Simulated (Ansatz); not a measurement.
A series of runs on Cs₂KLaBr₆ (Fm-3m, 10 atoms in the cell)

Cs₂KLaBr₆ has the cubic space group Fm-3m (No. 225), Pearson symbol cF40. Lattice parameters: a = 11.912 Å, b = 11.912 Å, c = 11.912 Å, α = 90.00°, β = 90.00°, γ = 90.00°. Cs on 8c sees 12 Br at 4.212 Å (cuboctahedral). K on 4b has 6 Br at 2.967 Å (octahedral). La on 4a is surrounded by 6 Br at 2.989 Å (octahedral). Br on 24e has 1 K at 2.967 Å and 1 La at 2.989 Å and 4 Cs at 4.212 Å (octahedral). (Neighbours: up to the widest gap in distance over summed covalent radii, below 1.35, at either atom; cation-cation and far metal-metal contacts left out.)
(The calculation used a cell of 10 atoms; values per cell refer to that cell.)

Base run A: PBE (Ansatz, an electronic-structure program), self-consistent single point.

Its settings: kpoints.mp_grid.grid = 4 4 4; hamiltonian.xc = pbe; hamiltonian.pseudopotentials = {kind: paw} (the program's default PAW files); scf.occupations.method = gaussian; scf.occupations.width = 0.272 eV.

The starting cell was generated: these elements placed on a structure prototype, without a prior relaxation; it need not be a known phase or ordering of this composition. Ansatz's pressure includes its estimate of the finite-basis (Pulay) stress.

```json
[
 {"run": "A", "change": "base", "pressure (GPa)": "0.38", "largest force (eV/Å)": "0.802", "gap on the mesh (eV)": "3.645"},
 {"run": "B", "change": "hamiltonian.xc: pbe → lda [LDA (PW92)]", "pressure (GPa)": "-1.88", "largest force (eV/Å)": "0.833", "gap on the mesh (eV)": "3.533"},
 {"run": "C", "change": "hamiltonian.xc: pbe → pbesol [PBEsol]", "pressure (GPa)": "-0.77", "largest force (eV/Å)": "0.849", "gap on the mesh (eV)": "3.639"},
 {"run": "D", "change": "hamiltonian.xc: pbe → rpbe [RPBE]", "pressure (GPa)": "1.63", "largest force (eV/Å)": "0.822", "gap on the mesh (eV)": "3.663"},
 {"run": "E", "change": "hamiltonian.xc: pbe → revpbe [revPBE]", "pressure (GPa)": "1.38", "largest force (eV/Å)": "0.824", "gap on the mesh (eV)": "3.660"},
 {"run": "F", "change": "hamiltonian.xc: pbe → blyp [BLYP]", "pressure (GPa)": "1.46", "largest force (eV/Å)": "0.701", "gap on the mesh (eV)": "3.570"},
 {"run": "G", "change": "hamiltonian.xc: pbe → r2scan [r2SCAN]", "pressure (GPa)": "-0.13", "largest force (eV/Å)": "0.794", "gap on the mesh (eV)": "4.211"}
]
```

Run G against A: The pressure goes from 0.38 to -0.13 GPa, the largest force hardly changes (0.802 to 0.794 eV/Å) and the gap on the mesh goes from 3.645 to 4.211 eV.

Run B against A: The pressure goes from 0.38 to -1.88 GPa, the largest force goes from 0.802 to 0.833 eV/Å and the gap on the mesh goes from 3.645 to 3.533 eV.

Run F against A: The pressure goes from 0.38 to 1.46 GPa, the largest force goes from 0.802 to 0.701 eV/Å and the gap on the mesh goes from 3.645 to 3.570 eV.

Keys are those of Ansatz 0.2.
